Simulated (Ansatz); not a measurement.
The parent structure is CsPbCl3 in the cubic perovskite structure (space group Pm-3m, No. 221; a = 5.619 Å).

Level of theory: PBEsol (Ansatz, an electronic-structure program), without spin-orbit coupling.

Base values:

- Pressure: 0.0 kbar

The change: an isotropic linear strain of +1.32 %; the atoms relax in the strained cell.

Q: Predict the new mean gap deformation potential ΔEg/Δln V.

A: The mean gap deformation potential ΔEg/Δln V is +4.2 eV.

Q: How does this affect the pressure?

A: The pressure goes from zero to -9.0 kbar.

Spin-orbit coupling, missing from the scalar runs, can matter with Pb. Stability against distortions was not tested. Many cubic perovskites are stable only at high temperature; tilts and polar distortions were not tested. This is not the structure that CsPbCl3 has at room temperature and ambient pressure.
